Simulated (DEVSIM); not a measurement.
Device: abrupt GaP p-n junction, at 350 K.

Layer 1 from the left is GaP, thickness (μm) 0.190, Na (cm⁻³) 4.1e18, τn (s) 2.2e-7, τp (s) 2.2e-7. Layer 2 from the left is GaP, thickness (μm) 90.0, Nd (cm⁻³) 1.5e17, τn (s) 2.2e-7, τp (s) 2.2e-7.

Left contact: ohmic. Right contact: ohmic. Voltage is applied to the left contact. Recombination: SRH at mid-gap, radiative, Auger. Mobility is μmin + (μ − μmin)/(1 + (N/Nref)^α).

Constants are typed, rounded textbook-type inputs, not results; the design itself was drawn at random and stands for no fabricated device. Values at 300 K; Nc and Nv go as T^1.5, mobilities as T to minus their exponent, the gap by Varshni's rule with the affinity fixed.

GaP: gap (eV) 2.26, affinity (eV) 3.8, permittivity 11.1, Nc (cm⁻³) 1.8e19, Nv (cm⁻³) 1.9e19, μn (cm²/Vs) 250, μp (cm²/Vs) 150, μn,min 10, μp,min 10, Nref,n 4.4e18, Nref,p 1e18, αn 0.8, αp 0.85, T exponent of μn 1.6, T exponent of μp 1.98, B (cm³/s) 1e-13, Cn (cm⁶/s) 1e-30, Cp (cm⁶/s) 1e-30, Varshni α (eV/K) 0.00058, Varshni β (K) 372.

DEVSIM, 1D drift-diffusion, Boltzmann statistics, complete ionisation; no tunnelling, impact ionisation, image-force lowering or self-heating.

Dark forward current:

```
|V| (V)  |J| (A/cm²)
-------  -----------
0.50       1.324e-12
0.70       3.935e-11
0.75       9.227e-11
0.80       2.161e-10
0.85       5.067e-10
0.90        1.191e-9
0.95        2.805e-9
1.00        6.614e-9
1.05        1.563e-8
1.10        3.710e-8
1.15        8.861e-8
1.20        2.140e-7
1.25        5.279e-7
1.30        1.356e-6
1.35        3.742e-6
1.40        1.157e-5
1.45        4.132e-5
1.50       0.0001700
1.55       0.0007779
1.60        0.003801
1.65         0.01923
1.70         0.09861
1.75          0.4994
1.80           2.313
1.85           8.214
1.90           19.98
```

**Question.** Work out the local ideality factor n = ΔV / (kT/q · ln(J2/J1)) between the rows 0.50 and 0.70 V, 1.65 and 1.70 V, 1.85 and 1.90 V.

**Answer.** kT/q = 30.16 mV. From 0.50 to 0.70 V: ln(3.935e-11/1.324e-12) = 3.392, n = 1.96, near the 2 of recombination in the depletion region. From 1.65 to 1.70 V: ln(0.09861/0.01923) = 1.635, n = 1.01, near the 1 of diffusion or emission over a barrier. From 1.85 to 1.90 V: ln(19.98/8.214) = 0.889, n = 1.87; the layers' resistance at their doping, Σ W/(qμN) = 0.0020 Ω cm², would take 24 mV of this step of 50 mV.

**Question.** Estimate the current at 1.65 V from the Shockley equation with J0 = Σ q ni² D/(N L) coth(W/L), τ joining the SRH, radiative and Auger lifetimes that are on, and W taken as the whole layer.

**Answer.** ni² = 3090000 cm⁻⁶; electrons in the p layer: μ = 104 cm²/Vs, D = 3.14 cm²/s, τ = 4.59e-8 s, L = 3.80 μm, W/L = 0.050, term 2.00e-26 A/cm²; holes in the n layer: μ = 93.4 cm²/Vs, D = 2.82 cm²/s, τ = 2.18e-7 s, L = 7.84 μm, W/L = 11, term 1.19e-26 A/cm². J0 = 3.19e-26 A/cm², and J = J0 exp(qV/kT) = 0.0183 A/cm². The simulation gives 0.0192 A/cm²; the estimate lies 4.8 % below. The estimate leaves out recombination in the depletion region and that region's share of W.
